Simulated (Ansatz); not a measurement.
The starting structures come from a database of crystals and need not be the phases stable at ambient conditions.

 Where the default PAW files enter, the runs use the earlier of Ansatz's two default sets.

Tunnelling through a barrier is set by its complex band structure: the current falls as exp(−2κd) with the smallest κ.

Data:

```xyz
10
Lattice="5.5286 0.0000 0.0000 -0.1333 7.8644 0.0000 2.6977 3.9322 2.7974" Properties=species:S:1:pos:R:3 pbc="T T T"
La     5.3620     9.8306     2.7974
La     5.4287     5.8983     2.7974
Ga     0.0000     0.0000     0.0000
Ga     8.1596     7.8644     2.7974
O      1.5113     3.6603     1.2053
O      6.5817     8.1364     1.5921
O      5.4287     5.8983     0.3869
O      2.6644     5.8983     2.4105
O      3.8174     8.1364     1.2053
O      4.2756     3.6603     1.5921
```

Space group of this cell: R-3c. The cell is taken as given; by r2SCAN its mean pressure is -4.9 GPa.

Transport runs along the normal of the first two printed cell vectors, the (110) plane of the conventional cell.

No gap correction and no spin-orbit coupling; mid-gap values are interpolated between computed energies.

Problem. Estimate the band gap and the smallest decay constant κ at mid-gap that r2SCAN run with Ansatz (a program for electronic structure) returns for this system.

Solution. Gap 4.07 eV on a 12×12×12 mesh; κ = 0.420 1/Å, at (0.333, 0.500) of the in-plane reciprocal vectors. At the zone centre, at the nearest computed energy, the slowest state has κ = 0.43 1/Å.
